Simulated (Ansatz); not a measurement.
Defect: Zn-vacancy pair (Zn on one host Mo site, one Mo site vacant) in bcc Mo, neutral cell. The step: the Zn atom itself jumps into the vacancy (Zn-vacancy distance between ideal sites 2.74 Å throughout); the atom moves 2.30 Å along (0.42, 0.42, 0.42) of the unit cell; the moving atom starts with neighbours 2 Mo at 2.72, Mo at 2.74, 2 Mo at 2.81, Mo at 2.82, Mo at 2.97, 2 Mo at 3.00, Mo at 3.03, 2 Mo at 3.26, Mo at 3.30 Å and ends with 2 Mo at 2.72, Mo at 2.74, 2 Mo at 2.81, Mo at 2.82, Mo at 2.97, 2 Mo at 3.00, Mo at 3.03, 2 Mo at 3.26, Mo at 3.30 Å. DFT values are from Ansatz (plane-wave PAW, 420 eV unless said) in a cell of 36 host sites, spin-restricted, static, with no finite-size correction. Forms of the defect that were not tried may lie lower. For the PBE band: the saddle point's order was not checked, and it lies on a symmetry element of the cell, where a band can be held.

| Level | Forward barrier (eV) | Cost of the band or of the saddle's single point |
|---|---|---|
| CHGNet universal potential (has no charge state), its own band | 0.47 | - |
| PBE, a 2×2×3 k-point mesh shifted by half a step, band relaxed | 0.34 | roughly 60 core-minutes |
| PBE, a 3×3×5 k-point mesh shifted by half a step, same geometries | 0.35 | very roughly 9 core-minutes |
| r2SCAN at 500 eV, a 2×2×3 k-point mesh shifted by half a step, same geometries | ___ | around 6 core-minutes (rough) |

Question: Complete the blanks.

Answer: 
- r2SCAN at 500 eV, a 2×2×3 k-point mesh shifted by half a step, same geometries, Forward barrier (eV): 0.41

Ansatz is a program for electronic structure.
